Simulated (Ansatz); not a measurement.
## Pd under a change: pressure −2 GPa

The reference is Pd in the fcc (Cu type) structure (space group Fm-3m, No. 225; a = 3.908 Å).

Modification: hydrostatic tension (pressure −2 GPa).

All numbers come from Ansatz (a program for electronic structure), r2SCAN, PAW, cutoff 500 eV, no spin-orbit coupling. Settings: 20×20×20 k-points, 0.05 eV Fermi–Dirac smearing.

* **Volume per atom**: 15.09 Å³ (base 14.93 Å³)
* **Density**: 11.71 g/cm³ (base 11.84 g/cm³)
* **Lattice parameter a**: 3.923 Å (base 3.908 Å)
* **Shortest interatomic distance**: 2.774 Å (base 2.764 Å)
* **Enthalpy H = E + PV relative to the base's energy**: -0.19 eV/atom
* **Band gap**: zero (base zero)

Load acts through the strain it causes; cell and atoms are relaxed under it. No phonon test of stability was made. All final runs are without spin polarisation. Pd has a high density of states at the Fermi level and may be magnetic at this level.
